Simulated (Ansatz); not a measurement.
**MgO under a change: isotropic strain +2.00 %**

Base system: MgO in the rock salt structure (space group Fm-3m, No. 225; a = 4.214 Å).

It is then changed as follows: the cell is scaled by 1.0200 in all directions, atoms relaxed at fixed cell.

Level of theory: Kohn–Sham DFT with the PBEsol functional, run in Ansatz (an electronic-structure program) with PAW and 420 eV plane waves, no SOC. k-mesh 13×13×13 (Γ-centred); smearing 0.05 eV (Fermi–Dirac).

The volume per atom goes up by 0.573 Å³, from 9.35 Å³ to 9.93 Å³ and the space group remains Fm-3m (No. 225). The energy grows by 16 meV/atom and the pressure drops by 8.28 GPa to -8.27 GPa. The band gap decreases by 0.55 eV, from 4.62 eV to 4.07 eV and the gap character remains direct at Γ. The mean gap deformation potential ΔEg/Δln V comes out as -9.2 eV and the width of the top valence band decreases by 0.11 eV (1.79 eV → 1.68 eV). The electron mass goes from 0.34 mₑ (at Γ) to 0.32 mₑ (at Γ) and the hole mass (degenerate bands, along [100]) becomes 0.36, 2.2, 2.2 mₑ (at Γ) (base: 0.38, 2.1, 2.1 mₑ (at Γ)).

Final structure:

```
CELL_PARAMETERS angstrom
      0.00000     2.14919     2.14919
      2.14919     0.00000     2.14919
      2.14919     2.14919     0.00000
ATOMIC_POSITIONS crystal
  Mg 0.00000 0.00000 0.00000
  O  0.50000 0.50000 0.50000
```

Effective masses come from finite differences of ±0.01 Å⁻¹. Stability against distortions was not tested.
